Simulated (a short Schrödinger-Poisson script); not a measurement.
Symmetric double-gate stack, Al2O3 on p-type GaN

Stack: symmetric double-gate stack, Al2O3 on p-type GaN, at 300 K.

```tsv
layer	material	thickness (nm)	Na (cm⁻³)
1	Al2O3	2.6	-
2	GaN	2	3e15
3	Al2O3	2.6	-
```

The device is made up for the run: typed textbook-type constants, with dimensions and the other settings drawn at random. Al2O3: permittivity 9, conduction-band edge (eV) 2.75, gap (eV) 6.8, electron mass (mₑ) 0.3. GaN: permittivity 9.5, conduction-band edge (eV) 0, gap (eV) 3.43, Nv at 300 K (cm⁻³) 4.6e19.

Channel valleys (confinement mass, in-plane density-of-states mass, number): Γ 0.2, 0.2, 1. At the gates, both at one voltage, the conduction-band edge of layer 1 lies 3.26 eV − eVg above the Fermi level of the channel. Gaps are held at their typed values at every temperature. Mesh 0.03 nm at interfaces.

From a short Schrödinger-Poisson script (our own, NumPy): 1D Poisson equation in equilibrium, electrons quantum, Hartree (BenDaniel-Duke, 12 states a valley, the channel's in-plane mass for all, wave functions free to enter the dielectric), parabolic valleys, classical holes, full ionisation, no traps, pinning or gate leakage.

```csv
Vg (V),electrons (cm⁻²),C (μF/cm²),Γ E0 (meV),Γ E1 (meV)
0.45,6.42e6,< 0.003,329.0,1128.7
0.5,4.44e7,< 0.003,279.0,1078.7
0.55,3.07e8,< 0.003,229.0,1028.7
0.6,2.12e9,0.0134,179.1,978.8
0.65,1.44e10,0.0892,129.4,929.1
0.7,8.97e10,0.501,81.7,881.3
0.75,4.00e11,1.60,41.2,840.2
0.8,1.07e12,2.63,11.5,809.4
0.85,1.99e12,3.19,-10.6,785.8
0.9,3.03e12,3.46,-28.9,765.7
0.95,4.13e12,3.61,-45.3,747.4
1,5.27e12,3.68,-60.7,730.1
1.05,6.43e12,3.73,-75.6,713.3
1.1,7.59e12,3.75,-90.1,696.7
1.15,8.77e12,3.77,-104.5,680.4
1.2,9.94e12,3.77,-118.8,664.1
```

Gate voltages with under 1e6 electrons/cm² are left out.

Subbands count from the Fermi level. The capacitance is that of both gates.

In real p-type GaN the Mg acceptor is only partly ionised, and so wide a gap doesn't supply an inversion layer without source and drain.
